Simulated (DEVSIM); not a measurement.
## Si p-i-n diode

Structure: Si p-i-n diode, at 400 K.

| layer (left to right) | material | thickness (μm) | Nd (cm⁻³) | Na (cm⁻³) | τn (s) | τp (s) |
|---|---|---|---|---|---|---|
| 1 | Si | 0.120 | - | 1.1e18 | 0.00029 | 0.00029 |
| 2 | Si | 27.0 | 2.8e12 | - | 0.00029 | 0.00029 |
| 3 | Si | 2.40 | 1.7e17 | - | 0.00029 | 0.00029 |

Left contact: ohmic. Right contact: ohmic. Voltage is applied to the left contact. Recombination: SRH at mid-gap, radiative. Gap narrowing is on: ΔEg = 6.92 meV × (l + √(l² + 0.5)), l = ln(N/1.3e17 cm⁻³), shared equally by both band edges. Mobility is μmin + (μ − μmin)/(1 + (N/Nref)^α).

Constants are typed, rounded textbook-type inputs, not results; the design itself was drawn at random and stands for no fabricated device. Values at 300 K; Nc and Nv go as T^1.5, mobilities as T to minus their exponent, the gap by Varshni's rule with the affinity fixed.

| parameter | Si |
|---|---|
| gap (eV) | 1.124 |
| affinity (eV) | 4.05 |
| permittivity | 11.7 |
| Nc (cm⁻³) | 2.86e19 |
| Nv (cm⁻³) | 3.1e19 |
| μn (cm²/Vs) | 1417 |
| μp (cm²/Vs) | 470 |
| μn,min | 52 |
| μp,min | 45 |
| Nref,n | 9.7e16 |
| Nref,p | 2.2e17 |
| αn | 0.68 |
| αp | 0.72 |
| T exponent of μn | 2.3 |
| T exponent of μp | 2.2 |
| B (cm³/s) | 4.7e-15 |
| Varshni α (eV/K) | 0.000473 |
| Varshni β (K) | 636 |

Simulated with DEVSIM: 1D drift-diffusion, Boltzmann statistics, complete ionisation; no tunnelling, impact ionisation, image-force lowering or self-heating.

| Property | Value |
|---|---|
| Potential step across the device at zero bias | 0.756 V |
| Dark forward voltage at 1 A/cm² | 0.422 V |
| Dark forward voltage at 100 A/cm² | 0.645 V |

Dark forward current:

(V (V), J (A/cm²)): (0.05, 2.4e-5); (0.10, 0.00012); (0.15, 0.00050); (0.20, 0.0021); (0.25, 0.0087); (0.30, 0.036); (0.35, 0.15); (0.40, 0.57); (0.45, 2.1); (0.50, 6.9); (0.55, 20); (0.60, 50); (0.65, 110); (0.70, 200); (0.75, 340); (0.80, 540); (0.85, 780); (0.90, 1100); (0.95, 1400); (1.00, 1800); (1.05, 2300)
